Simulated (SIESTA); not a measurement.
SIESTA run on CuAgO2 (C2/m, 4 atoms in the cell): self-consistent single point.

Method of the run: LDA PW92+U, numerical atomic orbitals TZP, PseudoDojo LDA standard norm-conserving potentials (rewritten from UPF to PSML) in SIESTA 5.4.2.

```xyz
4
Lattice="3.2128 -1.3840 0.0000 3.2128 1.3840 0.0000 -2.3210 0.0000 5.4164" Properties=species:S:1:pos:R:3 pbc="T T T"
Cu     2.0523     0.0000     2.7082
Ag     0.0000     0.0000     0.0000
O      4.9666     0.0000     1.5370
O     -0.8621     0.0000     3.8794
```

Reference input (self-consistent single point, DFT, LDA PW92, numerical atomic orbitals TZP, PseudoDojo LDA standard norm-conserving potentials (rewritten from UPF to PSML)): XC.functional = LDA; XC.authors = PW92; potentials = PseudoDojo LDA standard; PAO.BasisSize = TZP; PAO.EnergyShift = 0.01 Ry; MeshCutoff = 400 Ry; kgrid.MonkhorstPack = 10 10 5; OccupationFunction = FD; ElectronicTemperature = 0.1 eV; MaxSCFIterations = 150; SCF.Mixer.Method = Pulay; SCF.Mixer.Weight = 0.25. This run's input differs from it in these lines:

```diff
@@ -37,2 +37,11 @@
 ElectronicTemperature        0.1 eV
+DFTU.ProjectorGenerationMethod 2
+DFTU.CutoffNorm              0.9
+DFTU.FirstIteration          true
+%block DFTU.proj
+  Cu 1
+  n=3 2
+  4.00 0.00
+  0.00 0.00
+%endblock DFTU.proj
```

The program printed (abridged):

```
        iscf     Eharris(eV)        E_KS(eV)     FreeEng(eV)     dDmax    Ef(eV) dHmax(eV)
   scf:    1   -10033.343676   -10189.479544   -10189.597289  1.717126  0.413124 60.345130
   scf:    2   -10145.059802   -10230.566556   -10230.658825  1.289066 -2.580230 28.818905
   scf:    3   -10260.240888   -10260.912172   -10260.934804  0.366505 -3.264549  4.407279
   scf:    4   -10262.509319   -10261.955951   -10261.982276  0.095047 -3.423053  2.063931
   scf:    5   -10262.051881   -10262.020328   -10262.050648  0.041241 -3.545851  1.186294
   scf:    6   -10262.016971   -10262.017923   -10262.047917  0.041748 -3.575863  0.348910
   [... lines left out ...]
hubbard_term: recalculating local occupations   18
hubbard_term: maximum change in local occup.    0.000255
   scf:   25   -10263.472555   -10263.472555   -10263.516620  0.000018 -3.747733  0.000392
hubbard_term: recalculating local occupations   19
hubbard_term: maximum change in local occup.    0.000256
   scf:   26   -10263.472557   -10263.472557   -10263.516623  0.000013 -3.747734  0.000070
hubbard_term: recalculating local occupations   20
hubbard_term: maximum change in local occup.    0.000256
   scf:   27   -10263.472560   -10263.472559   -10263.516625  0.000002 -3.747725  0.000042
SCF Convergence by DM+H criterion
max |DM_out - DM_in|         :     0.0000023016
max |H_out - H_in|      (eV) :     0.0000417433
DFT+U population converged by dTol_pop criteria:
max |pop(DFT+U)_i - pop(DFT+U)_j|:     0.0002557400
SCF cycle converged after 27 iterations

Using DM_out to compute the final energy and forces
hubbard_term: recalculating local occupations   21
hubbard_term: maximum change in local occup.    0.000256
hubbard_term: recalculating Hamiltonian and forces

siesta: E_KS(eV) =           -10263.4710

siesta: E_KS - E_eggbox =    -10263.4710

siesta: Atomic forces (eV/Ang):
     1   -0.000000    0.000000    0.000000
     2    0.000000   -0.000000    0.000000
     3   -0.107814   -0.000000   -0.597060
     4    0.107814    0.000000    0.597060
   Tot   -0.000000   -0.000000   -0.000000
   Max    0.597060
   [... lines left out ...]
siesta: FreeEng =    -10263.515040
   [... lines left out ...]
siesta:     0.054100   -0.000000   -0.007130
siesta:     0.000000    0.021151    0.000000
siesta:    -0.007121   -0.000000    0.032805

siesta: Cell volume =         48.169403 Ang**3

siesta: Pressure (static):
siesta:                Solid            Molecule  Units
siesta:          -0.00039229         -0.00045034  Ry/Bohr**3
siesta:          -0.03601877         -0.04134801  eV/Ang**3
siesta:         -57.70843260        -66.24681056  kBar
```

The run converged in 27 iterations. Against the reference run the pressure goes from -5.99 to -5.77 GPa and the largest force goes from 0.628 to 0.607 eV/Å.

The starting cell comes from a database of computed structures (which also holds hypothetical and non-ambient phases and stackings), without a prior relaxation at this level. Its lattice was rescaled by a random factor within 2.5 % of one. Spin polarisation is off, so a magnetic state, if there is one, cannot be reached. The U value is a test value, and with U on an open shell several self-consistent states can exist. Values carry the incompleteness of an atom-centred basis. With a pressure of about -6 GPa the cell is away from its equilibrium volume at this level. The run gives no clean gap (levels at the Fermi energy touch, overlap or are partly filled at this smearing), which alone does not show that the compound is a metal.

Cost on one core of a shared machine: roughly 2 min.
